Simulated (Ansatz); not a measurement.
A periodic model of amorphous Hf$_{18}$O$_{35}$H:

```xyz
54
Lattice="8.8401 0.0000 0.0000 0.0000 8.8401 0.0000 0.0000 0.0000 8.8401" Properties=species:S:1:pos:R:3 pbc="T T T"
Hf     8.8160     6.6752     1.4799
Hf     5.7848     7.5309     0.4171
Hf     0.2307     8.8168     7.8508
Hf     3.1192     6.9411     7.3254
Hf     0.2795     0.6234     3.2699
Hf     5.8108     8.1217     5.9589
Hf     3.1143     0.4985     1.1835
Hf     6.2505     1.9523     0.0615
Hf     2.8789     6.4712     3.8716
Hf     1.0815     4.5438     7.9971
Hf     7.8686     3.0417     6.1194
Hf     0.4630     3.6561     2.4588
Hf     8.5545     6.3281     5.1754
Hf     3.7741     3.6181     1.4081
Hf     6.2257     1.8198     3.2268
Hf     3.0993     1.0095     4.3651
Hf     4.4140     3.7876     6.2895
Hf     5.9341     5.1588     3.4541
O      4.1617     5.2564     4.9177
O      7.7930     7.9072     0.2112
O      6.1024     3.2857     7.2977
O      5.7959     0.2818     7.7391
O      5.8560     3.3947     4.6205
O      7.8459     1.6088     4.6563
O      5.2329     6.6456     7.4122
O      1.7097     6.2636     5.6328
O      8.6141     4.7880     0.7633
O      3.8453     2.0297     2.6850
O      3.7256     7.5951     0.4064
O      8.0566     8.0019     6.2942
O      0.9273     3.0868     6.6827
O      2.3128     0.3108     7.7297
O      1.5308     2.3916     3.6033
O      8.7094     7.5128     3.3840
O      1.4786     5.6080     2.6758
O      8.0715     4.6185     3.8873
O      3.1749     4.8301     7.7003
O      8.0359     1.6891     7.8339
O      5.3107     0.5782     4.4940
O      4.1518     2.1571     0.0408
O      1.2133     6.7079     8.3263
O      5.8640     3.3957     1.7177
O      8.0182     2.0890     2.0432
O      3.4331     2.1692     5.9803
O      6.4595     6.5935     4.7510
O      3.3103     8.2186     2.9449
O      8.2043     5.0384     6.6931
O      6.6957     6.3251     1.8378
O      4.1473     5.3753     2.4110
O      1.8397     3.3666     0.8516
O      3.6859     7.9582     5.6385
O      5.7051     0.4868     1.5125
O      1.0840     0.0714     1.2700
H      2.6902     1.0530     7.1690
```

These are PBE, scalar-relativistic without spin-orbit coupling (plane waves to 420 eV, PAW; Ansatz, an electronic-structure program) values and carry that method's errors. The usual formal charges leave 3 electrons over, so the level spacing at the Fermi energy parts defect or band states and needn't be the band gap. In the spin-polarised cell the level spacing at the Fermi energy can part levels of unlike spin.

Preparation: random packing, a CHGNet melt and quench, and a DFT relaxation. O atoms were pushed apart under 1.9 Å during the dynamics, to hinder bonds among them. The hot cell started wider than the set density and was brought back towards it in steps. It is the lowest in DFT energy of 2 quenches. It is a model cell: composition and starting density were chosen by hand, and all elements were melted together. No dispersion term was used. Its density started from a set value of 9.07 and ended at 9.07 g/cm³. The quench (nominally 500 K/ps over its main leg) was far faster than any real one, so the model tends to hold more defects than a real film. Values belong to this one cell and scatter from quench to quench. The volume was held where the preparation left it, at a PBE pressure of 0.1 GPa. Stress components on the final sampling reach 4.0 GPa. On a 2×2×2 Γ-centred mesh force components of up to 0.23 eV/Å stay, since the relaxation ran on the zone centre alone. Cycles of charging lowered its energy after that relaxation.

Cut-offs for bonds: Hf-Hf 3.34 Å, Hf-O 2.76 Å, Hf-H 2.27 Å, O-O 1.58 Å, O-H 1.16 Å, H-H 0.90 Å. Two cations that share two anions don't count as bonded, nor two that share one unless they lie closer than Hf-Hf 3.25 Å.

Question: Give the coordination numbers, mean bond lengths and angles.

Answer: 
* **Mean coordination of Hf by anions**: 6.22 (3 with 5, 8 with 6, 7 with 7); 2 close contacts or bonds to cations besides
* **Mean coordination of O**: 3.23 (2 with 2, 23 with 3, 10 with 4)
* **Mean coordination of H**: 1.00 (1 with 1)
* **Mean Hf-O bond**: 2.161 Å (spread 0.150 Å, 112 counted)
* **Mean Hf-Hf close contact**: 3.050 Å (spread 0.000 Å, 1 counted)
* **Bond angle at Hf**: mean 102.3°, spread 29.7°
* **Bond angle at O**: mean 112.5°, spread 17.8°

Question: List the pairs of like atoms that count as bonded by the rules above.

Answer: Hf5-Hf16 (3.05 Å).
